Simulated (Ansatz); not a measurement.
**Migration barriers: interstitial Cl in rock-salt AgCl, charge state -1**

Consider interstitial Cl in rock-salt AgCl, charge state -1. All values below come from PBE, PAW (plane waves to 420 eV; Ansatz, an electronic-structure program).

Cell of 64 host sites held at the relaxed PBE lattice; one k-point at (0.250, 0.250, 0.250); Fermi-Dirac width 0.01 eV, spin-restricted; finite-size errors left in. No zero-point or tunnelling terms. The charge state is imposed; whether it is stable for some Fermi level was not computed. Sites that were not tried may lie lower.

Barriers: single points on a 2×2×2 k-point mesh shifted by half a step at the bands' geometries.

| Route | Start site over the lowest site run (eV) | Hop (Å) | Forward barrier (eV) | Backward barrier (eV) | Neighbours at the start | Neighbours at the saddle | Saddle order | Forward, on the band's own sampling (eV) |
|---|---|---|---|---|---|---|---|---|
| a concerted move, in which Cl travels most | 0.00 | 2.79 | 0.19 | 0.19 | 4 Ag at 2.54; 4 Cl at 3.13 Å | Ag at 2.54, Ag at 2.61, Ag at 2.63, Ag at 2.87; Cl at 3.07, Cl at 3.16 Å | not checked | 0.19 |

Paths come from nudged elastic bands with a climbing image.   2 more band(s) gave no usable saddle point.

The whole set of runs took about 14 core-hours (a rough figure).
